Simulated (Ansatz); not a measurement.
The reference is PbSe in the rock salt structure (space group Fm-3m, No. 225; a = 6.0408 Å).

Method: LDA (Ansatz, a quantum-chemistry and plane-wave program; PAW; 420 eV plane waves; spin-orbit coupling left out).

Base values:

- Band gap = zero
- Pressure = 0.0 GPa

Modification: the cell is scaled by 0.9950 in all directions; the atoms relax in the strained cell.

### Question
How does this affect the energy relative to the base, band gap and pressure?

### Answer
The energy grows by 1.1 meV/atom; the band gap is still zero; the pressure goes from zero to 0.9 GPa.

Spin-orbit coupling, missing from the scalar runs, can matter with Pb. Whether these cells are dynamically stable was not tested. The final runs are not spin-polarised. Gaps under 0.05 eV, about the width of the smearing, are given as zero. The zero or small gap of PbSe can change with the level of theory.
